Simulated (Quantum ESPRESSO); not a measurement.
Input and output of a self-consistent single point for Al₃Cu (P4/mmm, 4 atoms in the cell) (Quantum ESPRESSO).

Computed with LDA (PZ), PSlibrary ultrasoft (LDA) pseudopotentials (plane waves; Quantum ESPRESSO).

The change in words: lattice scaled by 0.98. Reference geometry:
```xyz
4
Lattice="2.7990 0.0000 0.0000 0.0000 2.7990 0.0000 0.0000 0.0000 7.5690" Properties=species:S:1:pos:R:3 pbc="T T T"
Al     0.0000     0.0000     3.7845
Al     1.3995     1.3995     1.7115
Al     1.3995     1.3995     5.8575
Cu     0.0000     0.0000     0.0000
```

Reference input (self-consistent single point, DFT, LDA (PZ), plane waves, PSlibrary ultrasoft (LDA) pseudopotentials): ecutwfc = 55 Ry; ecutrho = 330 Ry; occupations = smearing; smearing = fd; degauss = 0.0073499 Ry; potentials = {Al: Al.pz-n-rrkjus_psl.1.0.0.UPF, Cu: Cu.pz-dn-rrkjus_psl.1.0.0.UPF}; K_POINTS = automatic 15 15 6 0 0 0; conv_thr = 1e-09 Ry. This run's input differs from it in these lines:

```diff
@@ -26,5 +26,5 @@
 CELL_PARAMETERS {bohr}
-   5.2892867310     0.0000000000     0.0000000000
-   0.0000000000     5.2892867310     0.0000000000
-   0.0000000000     0.0000000000    14.3033351476
+   5.1835017523     0.0000000000     0.0000000000
+   0.0000000000     5.1835017523     0.0000000000
+   0.0000000000     0.0000000000    14.0172684068
 ATOMIC_POSITIONS {crystal}
```

The program printed (abridged):

```
     Self-consistent Calculation

     iteration #  1     ecut=    55.00 Ry     beta= 0.70

---- Real-time Memory Report at c_bands before calling an iterative solver
           167 MiB given to the printing process from OS
           110 MiB allocation reported by mallinfo(arena+hblkhd)
------------------

     total energy              =    -137.44112739 Ry
     estimated scf accuracy    <       0.30009064 Ry

     iteration #  2     ecut=    55.00 Ry     beta= 0.70

---- Real-time Memory Report at c_bands before calling an iterative solver
           258 MiB given to the printing process from OS
   [... lines left out ...]

---- Real-time Memory Report at c_bands before calling an iterative solver
           262 MiB given to the printing process from OS
           128 MiB allocation reported by mallinfo(arena+hblkhd)
------------------

     total energy              =    -137.66203223 Ry
     estimated scf accuracy    <          2.5E-09 Ry

     iteration # 12     ecut=    55.00 Ry     beta= 0.70

---- Real-time Memory Report at c_bands before calling an iterative solver
           262 MiB given to the printing process from OS
           128 MiB allocation reported by mallinfo(arena+hblkhd)
------------------
     End of self-consistent calculation

     the Fermi energy is     9.7355 ev

!    total energy              =    -137.66203223 Ry
     estimated scf accuracy    <          1.2E-11 Ry
     smearing contrib. (-TS)   =      -0.00304118 Ry
     internal energy E=F+TS    =    -137.65899105 Ry

     convergence has been achieved in  12 iterations

     Forces acting on atoms (cartesian axes, Ry/au):

     atom    1 type  1   force =     0.00000000    0.00000000    0.00000000
     atom    2 type  1   force =     0.00000000    0.00000000   -0.00907834
     atom    3 type  1   force =     0.00000000    0.00000000    0.00907834
     atom    4 type  2   force =     0.00000000    0.00000000    0.00000000

     Total force =     0.012839     Total SCF correction =     0.000003

          total   stress  (Ry/bohr**3)                   (kbar)     P=       20.57
   0.00012974   0.00000000   0.00000000           19.09        0.00        0.00
   0.00000000   0.00012974   0.00000000            0.00       19.09        0.00
   0.00000000   0.00000000   0.00015994            0.00        0.00       23.53

   JOB DONE.
```

The run converged in 12 iterations. Against the reference run the free energy goes down by 6.3 meV/atom, the pressure goes from -4.24 to 2.06 GPa and the largest force goes from 0.321 to 0.233 eV/Å.

The starting cell comes from a database of computed structures (which also holds hypothetical and non-ambient phases and stackings), without a prior relaxation at this level. Its lattice was rescaled by a random factor within 2.5 % of one. For this run, on top of that: lattice scaled by 0.98. Spin polarisation is off.

Cost on one core of a shared machine: roughly 90 s.
